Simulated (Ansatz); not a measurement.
Input and output of a relaxation of cell and atoms for Be₂Ag (Fd-3m, 6 atoms in the cell) (Ansatz, a quantum-chemistry and plane-wave program).

Method: LDA (PW92), default PAW files made with PBE (plane waves; Ansatz).

The change in words: atoms on their sites; basis.ecutwfc: 30.9 Ry → 37.1 Ry; relax: default → cell and atoms. Reference geometry:
```xyz
6
Lattice="0.0000 3.1805 3.1805 3.1805 0.0000 3.1805 3.1805 3.1805 0.0000" Properties=species:S:1:pos:R:3 pbc="T T T"
Be     2.3854     2.3854     3.9756
Be     2.3854     3.9756     2.3854
Be     4.0045     4.0045     4.0045
Be     3.9756     2.3854     2.3854
Ag     1.5902     1.5902     1.5902
Ag     0.0000     0.0000     0.0000
```

Reference input (self-consistent single point, DFT, LDA (PW92), plane waves, default PAW files made with PBE): basis.ecutwfc = 30.9 Ry; kpoints.mp_grid.grid = 9 9 9; hamiltonian.xc = lda; hamiltonian.pseudopotentials = {kind: paw} (the program's default PAW files); scf.occupations.method = fermi_dirac; scf.occupations.width = 0.0073 Ry. This run's input differs from it in these lines:

Ansatz 0.2 input:
```diff
@@ -9,3 +9,3 @@
     - { symbol: Be, position: [0.62500000, 0.12500000, 0.62500000] }
-    - { symbol: Be, position: [0.62953800, 0.62953800, 0.62953800] }
+    - { symbol: Be, position: [0.62500000, 0.62500000, 0.62500000] }
     - { symbol: Be, position: [0.12500000, 0.62500000, 0.62500000] }
@@ -14,3 +14,3 @@
 basis:
-  ecutwfc: 30.9 Ry
+  ecutwfc: 37.1 Ry
 kpoints:
@@ -26,2 +26,4 @@
     width: 0.0073 Ry
+relax:
+  cell: {}
 output:
```

Output, abridged:

```
   [... SCF lines of the steps left out ...]
relax step   1: F+E_penalty+E_count = -15269.41967171 eV  Δ(F+E_penalty+E_count) = +0.000e0 eV  max|allowed force component| = 4.780e-17 eV/Å  Δτ_max = 0.0000 Å  P = -5.801 GPa  Ω = 64.344 Å³  (6 SCF iters, dr2 threshold 1.00e-7 eV, accepted)
relax step   2: F+E_penalty+E_count = -15269.46908705 eV  Δ(F+E_penalty+E_count) = -4.942e-2 eV  max|allowed force component| = 2.236e-17 eV/Å  Δτ_max = 0.0000 Å  P = +0.817 GPa  Ω = 61.344 Å³  energy of the carried Pulay correction = +6.853e-5 eV  [...]
   [... lines left out ...]
relax step   4: F+E_penalty+E_count = -15269.46991770 eV  Δ(F+E_penalty+E_count) = -5.125e-6 eV  max|allowed force component| = 5.705e-17 eV/Å  Δτ_max = 0.0000 Å  P = -0.002 GPa  Ω = 61.676 Å³  energy of the carried Pulay correction = +6.080e-5 eV  [...]
relax step   5: F+E_penalty+E_count = -15269.46986193 eV  Δ(F+E_penalty+E_count) = +5.577e-5 eV  max|allowed force component| = 6.014e-17 eV/Å  Δτ_max = 0.0000 Å  P = -0.002 GPa  Ω = 61.676 Å³  stress off target by 1.71e-3 GPa  SCF on the basis [...]
basis re-selected at this cell: Δ(F+E_penalty+E_count) = +5.577e-5 eV, ΔP = +0.000 GPa vs the last step
the relaxation is at rest under the 48 symmetry operations that the run kept from its start: a minimum is not shown …
Stability not checked: this state was not tested for a lower state beside it, because too few of the mixer's solves of this state at the end of the SCF gave a …
Free energy (F): -15269.469862 eV
Internal energy: -15269.442870 eV  (E = F + TS)
   [... lines left out ...]
Fermi energy:    14.080399 eV
  cell:  # Å, volume = 61.6757 Å³
   [... lines left out ...]
  atoms:
    - { symbol: Be, position: [0.625, 0.625, 0.125] }
    - { symbol: Be, position: [0.625, 0.125, 0.625] }
    - { symbol: Be, position: [0.625, 0.625, 0.625] }
    - { symbol: Be, position: [0.125, 0.625, 0.625] }
    - { symbol: Ag, position: [0.24999999999999997, 0.24999999999999997, 0.24999999999999997] }
    - { symbol: Ag, position: [-4.335478115902214e-34, 2.6244942240195522e-34, 2.2419539698513165e-34] }
```

The run converged. 

Summary of the result:
Free energy E − TS (on the zero of these files): -15269.4699 eV
Fermi level (on the code's own zero): 14.08 eV
Pressure: 0.00 GPa
Final cell: a = 4.435 Å, b = 4.435 Å, c = 4.435 Å, α = 60.00°, β = 60.00°, γ = 60.00°
Final volume per atom: 10.28 Å³
Relaxation steps: 5

The starting cell comes from a database of computed structures (which also holds hypothetical and non-ambient phases and stackings), without a prior relaxation at this level. Its lattice was rescaled by up to half a per cent. The relaxation keeps the symmetry of its start, so its end need not be a minimum. Ansatz's pressure includes its estimate of the finite-basis (Pulay) stress.
